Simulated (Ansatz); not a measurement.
Where the default PAW files enter, the runs use the earlier of Ansatz's two default sets.

By LDA, the system below comes out a metal.

A figure of merit of an interconnect metal is its ballistic conductance per area.

```xyz
1
Lattice="2.5296 0.0000 0.0000 -1.2648 2.1907 0.0000 1.2648 0.7302 2.0654" Properties=species:S:1:pos:R:3 pbc="T T T"
Cu     0.0000     0.0000     0.0000
```

Space group of this cell: Fm-3m, fcc (Cu type). The cell is taken as given; by LDA its mean pressure is -8.4 GPa.

The current flows along the normal of the first two printed cell vectors, the (111) plane of the conventional cell. No spin-orbit coupling; the value is a mean over 0.1 eV about the Fermi level.

State the ballistic conductance per area according to LDA (Ansatz, a quantum-chemistry and plane-wave program).

1.1 × 10¹⁵ S/m² for both spins.
